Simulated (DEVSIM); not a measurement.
Device: InP n-i-p diode, at 350 K.

Layer 1 from the left is InP, thickness (μm) 0.100, Nd (cm⁻³) 7.2e16, τn (s) 6.8e-8, τp (s) 6.8e-8. Layer 2 from the left is InP, thickness (μm) 39.0, Na (cm⁻³) 5e13, τn (s) 6.8e-8, τp (s) 6.8e-8. Layer 3 from the left is InP, thickness (μm) 0.280, Na (cm⁻³) 1.7e17, τn (s) 6.8e-8, τp (s) 6.8e-8.

Left contact: ohmic. Right contact: ohmic. Voltage is applied to the left contact. Recombination: SRH at mid-gap, Auger. Mobility is μmin + (μ − μmin)/(1 + (N/Nref)^α).

The device is made up for the run: typed textbook-type constants, with dimensions and the other settings drawn at random. Values at 300 K; Nc and Nv go as T^1.5, mobilities as T to minus their exponent, the gap by Varshni's rule with the affinity fixed.

InP: gap (eV) 1.344, affinity (eV) 4.38, permittivity 12.5, Nc (cm⁻³) 5.7e17, Nv (cm⁻³) 1.1e19, μn (cm²/Vs) 5200, μp (cm²/Vs) 170, μn,min 400, μp,min 10, Nref,n 3e17, Nref,p 4.9e17, αn 0.47, αp 0.62, T exponent of μn 2, T exponent of μp 2, Cn (cm⁶/s) 9e-31, Cp (cm⁶/s) 9e-31, Varshni α (eV/K) 0.000363, Varshni β (K) 162.

Model (solved in DEVSIM): 1D drift-diffusion, Boltzmann statistics, complete ionisation; no tunnelling, impact ionisation, image-force lowering or self-heating.

Question: What does the simulation give for the dark forward voltage at 100 A/cm², the dark forward voltage at 1 A/cm², the potential step across the device at zero bias?

Answer: dark forward voltage at 100 A/cm² 1.417 V; dark forward voltage at 1 A/cm² 0.882 V; potential step across the device at zero bias 1.126 V.
